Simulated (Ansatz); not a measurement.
**C: isotropic strain +3.82 %**

Consider C in the graphite type structure (space group P6_3/mmc, No. 194; a = 2.4650 Å, c = 6.7305 Å; layered, stacked along the Cartesian z axis).

Perturbation: an isotropic linear strain of +3.82 %; the atoms relax in the strained cell.

Level of theory: PBE-D3(BJ) (Ansatz, a program for electronic structure, PAW, no spin-orbit coupling). Γ-centred 15×15×5 mesh, Fermi–Dirac width 0.05 eV.

```tsv
quantity	base	changed	shift
volume per atom	8.85 Å³	9.91 Å³	+1.054 Å³
space group	P6_3/mmc (No. 194)	P6_3/mmc (No. 194)	–
shortest interatomic distance	142.3 pm	147.8 pm	+5.44 pm
energy relative to the base (free energy F)	0 meV/atom	+95 meV/atom	+95 meV/atom
pressure (mean of the normal stresses, compression positive)	0.0 GPa	-26.3 GPa	-26.3 GPa
band gap	zero	zero	–
```

Final structure:

```
C
1.0
    2.55916     0.00000     0.00000
   -1.27958     2.21630     0.00000
    0.00000     0.00000     6.98756
C
4
Direct
  0.00000   0.00000   0.25000
  0.00000   0.00000   0.75000
  0.33333   0.66667   0.25000
  0.66667   0.33333   0.75000
```

Cost of the whole job for the changed cell (relaxation, final SCF and bands): roughly 7 core-seconds.

A case with no gap was solved on a k-mesh chosen for an insulator, which is coarse for it. No phonon test of stability was made.
